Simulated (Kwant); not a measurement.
## GaN/Al0.2Ga0.8N stack with 3 barriers

Device: GaN/Al0.2Ga0.8N stack with 3 barriers. One parabolic valley. Leads of mass 0.2 mₑ with the band edge at 0; grid 0.1 nm; bias swept from 0.014 to 0.4369 V, dropping linearly over the stack. Emitter Fermi level 0.029 eV, 300 K, equal in the collector.

```csv
layer,thickness (nm),band offset (eV),mass (mₑ)
1,0.8,0.35,0.22
2,3.5,0,0.2
3,0.8,0.35,0.22
4,3.5,0,0.2
5,0.8,0.35,0.22
```

The device is made up for the run: typed textbook-type constants, with dimensions and the other settings drawn at random.

Model: one-band effective-mass tight-binding model in one dimension, coherent, no space charge, current by the Tsu-Esaki formula (Kwant).

| bias (V) | J (A/cm²) |
|---|---|
| 0.01400 | 178000 |
| 0.03162 | 329000 |
| 0.04924 | 394000 |
| 0.06686 | 412000 |
| 0.08448 | 409000 |
| 0.1021 | 420000 |
| 0.1197 | 466000 |
| 0.1373 | 525000 |
| 0.1550 | 593000 |
| 0.1726 | 662000 |
| 0.1902 | 721000 |
| 0.2078 | 741000 |
| 0.2255 | 637000 |
| 0.2431 | 310000 |
| 0.2607 | 265000 |
| 0.2783 | 283000 |
| 0.2959 | 318000 |
| 0.3135 | 360000 |
| 0.3312 | 404000 |
| 0.3488 | 441000 |
| 0.3664 | 462000 |
| 0.3840 | 457000 |
| 0.4017 | 421000 |
| 0.4193 | 361000 |
| 0.4369 | 299000 |
